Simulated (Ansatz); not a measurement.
## Response to strain in GaN

Base system: GaN in the zinc blende structure (space group F-43m, No. 216; a = 4.455 Å). Axes: x, y, z lie along the cube axes.

Strains are applied to the cell and any free atomic positions relax; under biaxial strain the out-of-plane vector relaxes too.

The values are results of LDA in Ansatz (plane waves to 420 eV, PAW, spin-orbit coupling left out), not measurements.

Notes on the quantities. energy relative to the base: free energy F.

| biaxial strain, plane normal [001], relaxed out of plane (%) | energy relative to the base (meV/atom) |
|---|---|
| 0 | 0.0 |
| 0.5 | 0.4 |
| 1 | 1.8 |
| 1.5 | 4.1 |
| 2 | ? |
| 2.5 | 11.1 |
| 3 | 15.8 |

Problem. Fit ΔE = Aε² + Bε³ (ε in %) to the rows shown and predict the withheld row.

Solution. Least squares on the printed values gives A = 1.87 and B = -0.037 meV/atom (largest residual 0.1 meV/atom); this predicts 7.2 meV/atom, and the run gives 7.2 meV/atom, in agreement.

Stability against distortions was not tested. This is not the structure that GaN has at room temperature and ambient pressure.

Ansatz is a first-principles code.
